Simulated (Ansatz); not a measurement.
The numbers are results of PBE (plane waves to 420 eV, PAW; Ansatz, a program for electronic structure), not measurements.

Plane-averaged electrostatic potential energy along the normal, in eV from the Fermi level, for a constructed model of the (110) surface of bcc W, a cell of two sites (a+b, b-a), one W adatom (bottom of the slab: a bare face, its two planes held):

(z (Å), V (eV)): (3.67, 4.89); (3.95, 4.89); (4.24, 4.89); (4.52, 4.88); (4.80, 4.87); (5.08, 4.85); (5.37, 4.81); (5.65, 4.72); (5.93, 4.55); (6.21, 4.20); (6.50, 3.53); (6.78, 2.21); (7.06, -0.34); (7.34, -5.63); (7.63, -13.42); (7.91, -19.67); (8.19, -21.45); (8.47, -18.01); (8.75, -10.92); (9.04, -4.26); (9.32, -2.57); (9.60, -6.46); (9.88, -14.07); (10.17, -20.30); (10.45, -21.93); (10.73, -18.25); (11.01, -10.98); (11.30, -4.33); (11.58, -2.71); (11.86, -6.62); (12.14, -14.15); (12.43, -20.27); (12.71, -21.80); (12.99, -18.05); (13.27, -10.76); (13.56, -4.21); (13.84, -2.75); (14.12, -6.88); (14.40, -14.45); (14.69, -20.41); (14.97, -21.70); (15.25, -17.75); (15.53, -10.39); (15.81, -4.00); (16.10, -2.82); (16.38, -7.20); (16.66, -14.75); (16.94, -20.49); (17.23, -21.51); (17.51, -17.34); (17.79, -9.95); (18.07, -3.72); (18.36, -2.58); (18.64, -6.50); (18.92, -13.60); (19.20, -19.60); (19.49, -21.28); (19.77, -17.99); (20.05, -11.67); (20.33, -6.69); (20.62, -6.35); (20.90, -8.25); (21.18, -9.24); (21.46, -7.97); (21.75, -4.76); (22.03, -1.09); (22.31, 1.19); (22.59, 2.28); (22.88, 2.84); (23.16, 3.14); (23.44, 3.31); (23.72, 3.39); (24.00, 3.44); (24.29, 3.47); (24.57, 3.48); (24.85, 3.49); (25.13, 3.49); (25.42, 3.50)

Set-up: 13 atoms, 14.2 Å thick at the start with caps and adatoms; mesh 12x8x1; 0.1 eV smearing; dipole correction on; 4 atoms held, the rest relaxed; start symmetry kept, larger cells not searched; no spin, no spin-orbit, no U. It is one candidate, not shown to be the stable structure of the face.

### Question
The surface cell has an area of 14.34 Å². What dipole along the normal does the step between the two vacuum levels imply?

### Answer
the top vacuum level lies 1.39 eV below the bottom one; p = −ε₀ A ΔV (ε₀ = 0.005526 e/(V·Å)) gives 0.11 e·Å a cell.
